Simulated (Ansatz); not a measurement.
Data:

End structure of Al on the 1x1 (111) surface of fcc Ag, one in a 2x2 cell, started at the site 'hollow Ag-Ag-Ag over Ag at depth 4.7 Å':

```xyz
17
Lattice="5.8668 0.0000 0.0000 -2.9334 5.0808 0.0000 0.0000 0.0000 26.5000" Properties=species:S:1:pos:R:3 pbc="T T T"
Ag     0.0000     1.6936     9.6916
Ag    -1.4667     4.2340     9.6916
Ag     2.9334     1.6936     9.6916
Ag     1.4667     4.2340     9.6916
Ag     1.4667     0.8468    12.0709
Ag     0.0000     3.3872    12.0709
Ag     4.4001     0.8468    12.0709
Ag     2.9334     3.3872    12.0709
Ag    -0.0047    -0.0027    14.4410
Ag    -1.4667     2.5404    14.4049
Ag     2.9381    -0.0027    14.4410
Ag     1.4667     2.5458    14.4410
Ag    -0.0346     1.7136    16.8009
Ag    -1.4667     4.1940    16.8009
Ag     2.9680     1.7136    16.8009
Ag     1.4667     4.2340    16.9199
Al     1.4667     0.8468    18.7109
```

Model: 17-atom slab, 7.1 Å thick at the start under the adsorbate (thin: gaps and levels are the slab's own), 6x6x1 mesh, Fermi-Dirac 0.1 eV, dipole correction, 8 atoms held, the rest relaxed; held to the start's symmetry, so lower structures may exist; no spin, no spin-orbit, no U, no dispersion correction. At the end it is bonded to 3 Ag. In PBE it is, or lies within 0.03 eV of, the lowest of the starts that converged.

A negative adsorption energy means that the adsorbate is more stable on the surface than in its reference.

Problem. What change of the work function does PBE (Ansatz, a program for electronic structure) give?

Solution. -0.42 eV

Problem. Estimate the work function of the top face that PBE returns for this input.

Solution. 4.02 eV

Problem. Give the adsorption energy against an atom of fcc Al at the level PBE.

Solution. 92 kJ/mol

Problem. What change of the step from the bottom to the top vacuum level, against the clean slab does PBE give?

Solution. -0.44 eV
